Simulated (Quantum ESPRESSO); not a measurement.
## Energy against c/a at fixed volume: hcp Sc (space group 194) (Quantum ESPRESSO, PBEsol)

```yaml
crystal:
  lattice:
    - [3.29469, 0.00000, 0.00000]
    - [-1.64735, 2.85329, 0.00000]
    - [0.00000, 0.00000, 5.03580]
  atoms:
    - { symbol: Sc, position: [0.66667, 0.33333, 0.75000] }
    - { symbol: Sc, position: [0.33333, 0.66667, 0.25000] }
```

Level of theory: PBEsol, GBRV 1.5 ultrasoft (PBESOL) pseudopotentials (plane waves; Quantum ESPRESSO). Settings: ecutwfc = 65 Ry; ecutrho = 520 Ry; occupations = smearing; smearing = fd; degauss = 0.0036749 Ry; potentials = {Sc: sc_pbesol_v1.uspp.F.UPF}; K_POINTS = automatic 24 24 14 0 0 0; conv_thr = 1e-10 Ry; mixing_beta = 0.7. The cell above is the first row's. The rows change c/a at fixed volume. In all rows fractional positions and the k mesh are held. E is the free energy at the stated smearing, counted from the lowest row.

| c/a | E (meV/atom) |
|---|---|
| 1.5285 | 0.80 |
| 1.5444 | 0.00 |
| 1.5603 | 0.04 |
| 1.5762 | 0.88 |
| 1.5921 | 2.49 |
| 1.6081 | 4.83 |
| 1.6240 | 7.85 |
| 1.6399 | 11.52 |
| 1.6558 | ? |

Question: Fit E against c/a with a cubic, and predict the withheld value at c/a = 1.6558.

Answer: With u = c/a - 1.58, the rows have u = -0.05150, -0.03560, -0.01970, -0.00380, 0.01210, 0.02810, 0.04400, 0.05990. Least squares gives E = 1.197 + 88.70·u + 1490.9·u² - 1584·u³. Residuals (row less fit): 0.000, 0.000, 0.000, -0.002, 0.004, -0.002, -0.001, 0.001; standard error 0.003 (degrees of freedom: 4). The fitted curve has its minimum at c/a = 1.55, where E = -0.08. To one more digit the minimum is at c/a = 1.552; the ideal close-packed ratio is 1.633. At the withheld row, u = 0.07580, so E = 1.197 + 88.70 × 0.07580 + 1490.9 × 0.07580² - 1584 × 0.07580³ = 15.797 meV/atom. The calculation gives 15.80 meV/atom, which the fit meets to the printed digits. The row lies outside the fitted rows, so this is an extrapolation. From the scatter of the fitted rows alone, a prediction at this place has a standard error of 0.007 meV/atom, so the miss is 0.4 times that.

Carrying the step between the two nearest rows on in a straight line would have given 15.19, off by 0.61; series whose last step already gives the withheld value aren't shown. The reference cell has the volume at which an earlier scan in this program and functional put its minimum by a fit; axis ratios and inner coordinates come from a measured-size cell. The runs keep the symmetry of the cell, so they don't test it for distortions. The best c/a moves a little with volume. In metals such curves are sensitive to mesh and smearing. Cutoffs and mesh are single choices, not tested for convergence of this quantity. Series with a scatter that would blur these digits, or in which a gap closes, are not shown. Strain series were run only where this level's volume lies within 10 % of a first guess from the measured size.
